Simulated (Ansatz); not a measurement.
# A computed series for WSi2: pressure series

The parent structure is WSi2 (space group I4/mmm, No. 139; a = 3.2123 Å, c = 7.8058 Å).

Cell and atoms are relaxed at each pressure.

Level of theory: Ansatz (an electronic-structure program) r2SCAN, no spin-orbit coupling, earlier PAW set.

Notes on the quantities. enthalpy: H = E + PV relative to the base's energy.

| change | shortest interatomic distance | enthalpy |
|---|---|---|
| base | 4.872 bohr | – |
| pressure −2 GPa | 4.880 bohr | -0.17 eV/atom |
| pressure −1 GPa | 4.876 bohr | -0.08 eV/atom |
| pressure 1.8 GPa | [?] | +0.15 eV/atom |
| pressure 4.2 GPa | 4.857 bohr | +0.35 eV/atom |
| pressure 9 GPa | [?] | +0.74 eV/atom |
| pressure 18 GPa | 4.815 bohr | +1.46 eV/atom |
| pressure 30 GPa | 4.774 bohr | +2.38 eV/atom |
| pressure 45 GPa | 4.703 bohr | +3.49 eV/atom |
| pressure 60 GPa | 4.642 bohr | +4.56 eV/atom |

Fill in the withheld entries from the trend.


- pressure 1.8 GPa, shortest interatomic distance: 4.864 bohr
- pressure 9 GPa, shortest interatomic distance: 4.842 bohr

Load acts through the strain it causes; cell and atoms are relaxed under it. Stability against distortions was not tested. Competing high-pressure phases were not computed. The final runs are not spin-polarised.
